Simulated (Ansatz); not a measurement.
# S on the 1x1 (0001) surface of hcp Co, ferromagnetic, one in a 3x3 cell, started at the site 'hollow Co-Co-Co'

These are PBE (plane waves to 420 eV, PAW; Ansatz, an electronic-structure program) values and carry that method's errors.

Set-up: 37 atoms, 6.0 Å thick at the start under the adsorbate (thin: gaps and levels are the slab's own); mesh 5x5x1; 0.1 eV smearing; dipole correction on; 18 atoms held, the rest relaxed; held to the start's symmetry, so lower structures may exist; spin-polarised, no spin-orbit, no U, no dispersion correction. At the end it is bonded to 3 Co. In PBE it is, or lies within 0.03 eV of, the lowest of the starts that converged.

The adsorption energy against ⅛ S8(g) is -2.06 eV, the work function of the top face comes out as 5.14 eV and the change of the work function is 0.17 eV. The change of the step from the bottom to the top vacuum level, against the clean slab is 0.17 eV and the energy released by relaxation is 0.36 eV. The height of the binding atom over the mean of the host atoms within 0.3 Å of the top one is 1.656 Å, the magnetic moment of the cell is 60.17 μB and the nearest host atoms of the binding atom is Co at 2.18 Å, Co at 2.18 Å, Co at 2.18 Å. The largest move of a host atom comes out as 0.06 Å and the cost is about 50 core-minutes (a rough figure).

A negative adsorption energy means that the adsorbate is more stable on the surface than in its reference.
